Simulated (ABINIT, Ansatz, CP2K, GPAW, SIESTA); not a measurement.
# Code comparison for LiF (Fm-3m, 2 atoms in the cell)

Band-structure calculation.

```xyz
2
Lattice="0.0000 2.0150 2.0150 2.0150 0.0000 2.0150 2.0150 2.0150 0.0000" Properties=species:S:1:pos:R:3 pbc="T T T"
Li     0.0000     0.0000     0.0000
F      2.0150     2.0150     2.0150
```

Shared settings, as Ansatz (a first-principles code) writes them: kpoints.mp_grid.grid = 7 7 7; scf.occupations.method = fermi_dirac; scf.occupations.width = 0.02 eV. Potentials and cutoffs stand in the table.

| code | model | gap along the path (eV) | smallest direct gap (eV) | cutoff |
|---|---|---|---|---|
| ABINIT | PBE, PAW (JTH v2.0 PBE PAW) | 9.04 | 9.04 | 24 Ha |
| GPAW | PBE, GPAW PAW datasets PBE (gpaw-data 1.0.1) | 9.06 | 9.06 | 950 eV |
| CP2K | PBE, GPW, DZVP-MOLOPT-SR-GTH basis, GTH-PBE potentials (GTH_POTENTIALS) | 9.04 | 9.04 | grid 550 Ry |
| SIESTA | GGA PBE, numerical atomic orbitals DZP, PseudoDojo PBE standard norm-conserving potentials (rewritten from UPF to PSML) | 8.99 | 8.99 | grid 350 Ry |
| Ansatz | PBE, default PAW files | 9.07 | 9.08 | default |

The spread over the programs that give each value: gap along the path within 0.08 eV; smallest direct gap within 0.09 eV.

CP2K and SIESTA use small atom-centred bases, whose incompleteness enters pressures, forces and empty levels differently from a plane-wave cutoff.

The starting cell has typed, rounded lattice constants, without a prior relaxation at this level.

Left out of this page: Quantum ESPRESSO, Elk and FLEUR (not drawn, or without a comparable value).

Keys are those of Ansatz 0.2.
